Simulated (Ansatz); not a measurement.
The cell is built on a prototype and need not be the phase stable at ambient conditions.

By PBEsol, the system below comes out a metal.

The ballistic (Sharvin) conductance counts the channels at the Fermi level: G/A = (e²/h) × channels of both spins per area.

Input:

```xyz
3
Lattice="3.1194 0.0000 0.0000 0.0000 3.1194 0.0000 1.5597 -1.5597 5.4775" Properties=species:S:1:pos:R:3 pbc="T T T"
Sc     0.0000     0.0000     0.0000
Al     3.1194     0.0000     3.5343
Al     1.5597     1.5597     1.9432
```

Space group of this cell: I4/mmm. The cell was relaxed by PBE-D3(BJ); by PBEsol its mean pressure is 1.3 GPa.

The current flows along the normal of the first two printed cell vectors. No spin-orbit coupling; the value is a mean over 0.1 eV about the Fermi level.

Problem. Compute, with PBEsol in Ansatz (a first-principles code), the ballistic conductance per area.

Solution. 0.75 × 10¹⁵ S/m² for both spins.
